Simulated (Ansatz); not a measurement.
# Band gap (eV)

Cell A: Si (diamond, Fd-3m), 2 atoms in the cell, k-point mesh 12×12×12 on the run's own vectors. Conventional cell: a = b = c = 5.470 Å, α = β = γ = 90.00°.

Cell B: SiO2 (quartz, P3₂21), 9 atoms in the cell, k-point mesh 12×12×6 on the run's own vectors. Conventional cell: a = 5.0211 Å, b = 5.0211 Å, c = 5.5094 Å, α = 90.00°, β = 90.00°, γ = 120.00°.

Cell C: LiF (rock salt, Fm-3m), 2 atoms in the cell, k-point mesh 14×14×14 on the run's own vectors. Conventional cell: a = 4.0667 Å, b = 4.0667 Å, c = 4.0667 Å, α = 90.00°, β = 90.00°, γ = 90.00°.

All numbers come from Ansatz (an electronic-structure program), plane waves with PAW, its PAW set soft_1, cutoff 420 eV, 500 eV for r2SCAN. The structures are at rest with PBE; other levels are single points on them. HSE06 runs on coarser k-point meshes, which give the PBE gaps of the finer ones within 0.03 eV. Neutral cells; Fermi-Dirac smearing of at most 0.05 eV in the solids, energies taken to zero width. The lattices are those relaxed with PBE, so at other levels the solids can be strained, which adds to the spread. The structures are the rest points that the relaxations reached, not proven lowest. A dispersion term ran beside these levels; it doesn't touch the electrons. Gaps are highest filled to lowest empty Kohn-Sham level on the run's k-point mesh, states of defects and surfaces included; edges off the mesh make the true gap smaller, and under 0.08 eV counts as none.

| cell | PBE | r2SCAN | HSE06 |
|---|---|---|---|
| A | 0.61 (indirect) | 0.80 (indirect) | ? |
| B | 5.68 (indirect) | 6.33 (indirect) | 7.51 |
| C | 8.84 (direct) | 9.81 (direct) | ? |

Question: Some entries are withheld; supply them.

Answer: 
- A, HSE06: 1.17
- C, HSE06: 11.13
